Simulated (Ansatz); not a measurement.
Amorphous Hf18O35, 53 atoms at 9.13 g/cm³, one PBE-relaxed geometry, zone centre. Methods: PBE, scalar-relativistic without spin-orbit coupling (Ansatz, a first-principles code); r2SCAN, scalar-relativistic without spin-orbit coupling (Ansatz); HSE06, scalar-relativistic without spin-orbit coupling (Ansatz). Plane waves to 420 eV (r2SCAN 500 eV); exact exchange is cut at the cell's faces. The usual formal charges leave 2 electrons over, so the level spacing at the Fermi energy parts defect or band states and needn't be the band gap. The higher rungs were started with moments on some atoms, which died out.

A CHGNet melt-quench gave the starting glass, which DFT then relaxed. O atoms were pushed apart under 1.9 Å during the dynamics, to hinder bonds among them. The hot cell started wider than the set density and was brought back towards it in steps. It is the lowest in DFT energy of 2 quenches. It is a model cell: composition and starting density were chosen by hand, and all elements were melted together. No dispersion term was used. Its density started from a set value of 9.13 and ended at 9.13 g/cm³. The quench (nominally 450 K/ps over its main leg) was far faster than any real one, so the model tends to hold more defects than a real film. A cell of this size samples the disorder only roughly. The volume was held where the preparation left it, at a PBE pressure of -1.8 GPa (tension). Stress components on the final sampling reach 2.3 GPa. On a 2×2×2 Γ-centred mesh force components of up to 0.19 eV/Å stay, since the relaxation ran on the zone centre alone.

The relaxation ran on the zone centre alone. At PBE the level spacing at the Fermi energy is 1.08 eV on a 2×2×2 Γ-centred mesh, and the spacing at the zone centre alone 1.39 eV.

Problem. What zone-centre spacing does r2SCAN give, roughly?

Solution. 1.63 eV (+0.24 eV against PBE).

Problem. What zone-centre spacing does HSE06 give, roughly?

Solution. 2.24 eV (+0.85 eV against PBE).

The highest filled and the lowest empty state spread over these numbers of atoms (participation numbers): PBE: 8.9 and 16.8; r2SCAN: 8.4 and 15.8; HSE06: 8.2 and 18.5.
